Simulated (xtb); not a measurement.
xtb 6.7.1, GFN1-xTB: Hf(OiPr)(Me)3 (CC(C)[O][Hf]([CH3])([CH3])[CH3]), 24 atoms. The geometry is a generated start, not checked to be a minimum at this level.

```yaml
method: GFN1-xTB
"--acc": 1 (default)
"--etemp (K)": 300 (default)
detailed input (--input): "none: ANC optimiser, Lindh (1995) Hessian, microcycle=20, maxdispl=1.0, hlow=0.01 (default)"
basis_functions: 70
valence_electrons: 50
```

```xyz
24

Hf     0.6106     0.3861     0.9233
O      0.6309    -0.6984    -0.6399
C     -0.6150    -0.7041    -1.2496
C     -0.9835    -2.1181    -1.7181
C     -0.6201     0.2776    -2.4326
H     -1.3878    -0.3727    -0.5044
H     -0.2364    -2.4667    -2.4267
H     -1.9611    -2.1244    -2.1914
H     -0.9933    -2.7933    -0.8656
H     -0.3130     1.2649    -2.0822
H      0.0963    -0.0604    -3.1790
H     -1.6070     0.3401    -2.8856
C      2.8061     0.7023     1.3337
H      3.1016     0.2998     2.3118
H      3.1175     1.7545     1.3247
H      3.4236     0.1870     0.5869
C     -0.5411     2.3357     0.7481
H     -1.1119     2.5527     1.6637
H     -1.2814     2.3525    -0.0664
H      0.0976     3.2162     0.5874
C     -0.4121    -0.8945     2.4800
H     -0.4431    -1.9451     2.1606
H     -1.4561    -0.6003     2.6592
H      0.0788    -0.8913     3.4621
```

Charge 0 and multiplicity 1 are set for this test and not shown to be the ground state.

The structure is relaxed from this start with --opt LEVEL for the levels crude, sloppy, loose, lax, normal, tight, vtight, extreme, once each. Up to the end of the extreme run atoms move by at most 1.7 Å along an axis.

Task: Choose the cheapest level whose final energy lies within 20 meV of that of extreme.

Result: loose: 43 cycles against 94, ending 7.1 meV above.

| level | cycles | energy above the extreme run (meV) | gradient norm (eV/Å) |
|---|---|---|---|
| crude | 6 | 140 | 0.31 |
| sloppy | 23 | 63 | 0.089 |
| loose | 43 | 7.1 | 0.20 |
| lax | 48 | 2.7 | 0.061 |
| normal | 57 | 0.76 | 0.027 |
| tight | 65 | 0.17 | 0.024 |
| vtight | 84 | 0.010 | 0.0019 |
| extreme | 94 | — | 0.0011 |
